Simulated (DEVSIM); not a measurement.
Device: Si p-i-n diode, at 300 K.

Layer 1 from the left is Si, thickness (μm) 0.190, Na (cm⁻³) 5.6e17, τn (s) 1.1e-5, τp (s) 1.1e-5. Layer 2 from the left is Si, thickness (μm) 8.30, Nd (cm⁻³) 1.8e12, τn (s) 1.1e-5, τp (s) 1.1e-5. Layer 3 from the left is Si, thickness (μm) 2.00, Nd (cm⁻³) 3.8e17, τn (s) 1.1e-5, τp (s) 1.1e-5.

Left contact: ohmic. Right contact: ohmic. Voltage is applied to the left contact. Recombination: SRH at mid-gap, Auger. Mobility is μmin + (μ − μmin)/(1 + (N/Nref)^α).

This is a model device: material constants are rounded textbook-type values typed into the input, and sizes, dopings and lifetimes were drawn at random. Values at 300 K.

Si: gap (eV) 1.124, affinity (eV) 4.05, permittivity 11.7, Nc (cm⁻³) 2.86e19, Nv (cm⁻³) 3.1e19, μn (cm²/Vs) 1417, μp (cm²/Vs) 470, μn,min 52, μp,min 45, Nref,n 9.7e16, Nref,p 2.2e17, αn 0.68, αp 0.72, Cn (cm⁶/s) 2.8e-31, Cp (cm⁶/s) 9.9e-32.

Model (solved in DEVSIM): 1D drift-diffusion, Boltzmann statistics, complete ionisation; no tunnelling, impact ionisation, image-force lowering or self-heating.

Task: What does the simulation give for the dark forward voltage at 100 A/cm², the dark forward voltage at 1 A/cm²?

Result: dark forward voltage at 100 A/cm² 0.771 V; dark forward voltage at 1 A/cm² 0.640 V.
